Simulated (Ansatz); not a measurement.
Defect migration in beta Ge3N4: N vacancy, charge state -1. Level of theory: PBE, PAW (plane waves to 420 eV; Ansatz, a quantum-chemistry and plane-wave program).

84-site cell at the relaxed PBE lattice, one k-point at (0.250, 0.250, 0.250), smearing 0.01 eV, spin-restricted, no finite-size correction. No zero-point or tunnelling terms. The charge state is imposed; whether it is stable for some Fermi level was not computed. Forms of the defect that were not tried may lie lower. The start lies 0.25 eV above the lowest site run (PBE). The order of the sites in energy changes with the mesh.

Barriers: single points on a 2×2×2 k-point mesh shifted by half a step along c at the bands' geometries.

Relaxed starting cell (atoms counted from 1):

```
Ge36N47
1.0
   16.25891     0.00000     0.00000
   -4.06473     7.04032     0.00000
    0.00000     0.00000     9.34238
Ge N
36 47
Cartesian
  2.50100   1.38064   2.34160
  2.59928   1.19787   5.43570
  2.60102   1.19765   8.58968
 10.71511   1.23071   2.34146
 10.71247   1.22245   5.45729
 10.71365   1.22206   8.56788
  0.18638   2.86558   0.77238
  0.18584   2.86639   3.91007
  0.24845   2.84289   7.01267
  8.40855   2.89939   0.77541
  8.40719   2.89960   3.90618
  8.38016   2.88206   7.01259
  5.75389   1.78255   2.33915
  5.84246   1.59120   5.43781
  5.84224   1.59198   8.58588
 13.89129   1.69852   2.34114
 13.86109   1.68677   5.46844
 13.86184   1.68608   8.55610
  1.53150   5.78600   0.82490
  1.53224   5.78585   3.85595
  1.49449   5.77849   7.01143
  9.55776   5.87086   0.78538
  9.55780   5.87111   3.89584
  9.55839   5.85982   7.01174
 -1.70832   5.42522   0.79568
 -1.70896   5.42548   3.88553
 -1.71138   5.39450   7.01170
  6.36012   5.38815   0.81245
  6.36005   5.38831   3.86906
  6.38335   5.39659   7.01181
  3.79882   3.70705   2.33965
  3.81397   4.12583   5.43572
  3.81423   4.12629   8.58655
 11.92089   4.21372   2.34031
 11.92093   4.22100   5.45375
 11.92104   4.22098   8.56909
  4.10964   2.29125   5.36682
  4.10982   2.29232   8.65993
 12.16820   2.37598   2.34176
 12.15427   2.38010   5.47430
 12.15554   2.38017   8.55199
  0.00482   4.70817   0.77749
  0.00450   4.70908   3.90131
 -0.00038   4.68073   7.01027
  8.10509   4.72807   0.78341
  8.10518   4.72846   3.89529
  8.10479   4.71196   7.01129
  0.76716   2.11217   2.34081
  1.07755   2.28693   5.45058
  1.07811   2.28495   8.57336
  9.28501   2.41611   2.34079
  9.27763   2.39803   5.46841
  9.28166   2.40124   8.55514
  6.77477   2.06833   0.75565
  6.77088   2.07286   3.92509
  6.68046   2.11315   7.01228
 14.70968   2.20246   0.75357
 14.70903   2.20350   3.92908
 14.76967   2.15605   7.01268
  1.57872   6.85368   2.34081
  1.60274   6.77320   5.44591
  1.59608   6.77381   8.57757
  9.60021   6.88584   2.34070
  9.57712   6.87514   5.45854
  9.57633   6.87472   8.56536
  2.93115   4.52016   0.81572
  2.93032   4.51882   3.86368
  2.93577   4.58638   7.01165
 11.06752   4.76844   0.78328
 11.06751   4.76863   3.89841
 11.07788   4.78224   7.01198
  2.56577   0.23152   0.81483
  2.56179   0.23251   3.86811
  2.61563   0.20472   7.01193
 10.66720   0.21179   0.78715
 10.66755   0.21206   3.89558
 10.67088   0.20762   7.01251
 -2.60935   4.91481   2.34037
 -2.61176   4.93833   5.45048
 -2.61227   4.93957   8.57278
  5.43520   4.89644   2.34074
  5.49448   4.92950   5.45169
  5.49505   4.92954   8.57160
```
Cell charge -1.

End state 1 differs by these moves (Å; atoms that move under 0.08 Å are left out):

```csv
atom,element,Δx,Δy,Δz
1,Ge,0.11,-0.14,-0.02
6,Ge,-0.03,-0.06,0.08
13,Ge,0.02,-0.14,-0.04
14,Ge,-0.06,0.09,-0.04
15,Ge,-0.09,0.09,-0.07
19,Ge,-0.14,0.05,-0.14
21,Ge,-0.04,0.07,-0.09
22,Ge,-0.09,-0.04,0.04
28,Ge,-0.20,-0.09,0.20
29,Ge,0.10,0.03,-0.09
31,Ge,0.11,0.53,-0.29
32,Ge,0.07,0.11,-0.11
33,Ge,-0.04,0.08,-0.14
37,N,-0.04,0.08,0.03
38,N,-0.07,0.08,-0.15
41,N,-0.01,-0.05,0.08
45,N,-0.11,-0.04,0.09
46,N,0.10,-0.01,0.19
47,N,0.01,0.00,0.10
48,N,0.32,0.20,-0.01
51,N,-0.05,-0.07,0.02
52,N,-0.04,-0.08,0.02
53,N,-0.05,-0.06,0.04
54,N,-0.12,0.07,-0.01
55,N,-0.09,0.10,-0.08
57,N,0.08,-0.05,0.05
58,N,0.07,-0.04,-0.02
60,N,-0.08,-0.02,-0.08
61,N,-0.10,0.09,-0.08
62,N,-0.13,0.09,-0.09
64,N,0.08,0.01,0.04
66,N,-0.19,0.06,-0.20
67,N,0.16,0.26,-0.15
68,N,-0.01,0.13,-0.14
75,N,-0.07,-0.07,0.09
76,N,0.12,0.05,0.07
81,N,-1.35,-2.53,-0.05
82,N,0.08,0.01,-0.01
```

Question: Estimate the forward and backward barriers to end state 1 that PBE, PAW returns for this input.

Answer: forward 2.43 eV, backward 2.51 eV; at the saddle point atom 81 has neighbours Ge at 1.78, Ge at 1.82 Å. The saddle point's order was not checked.
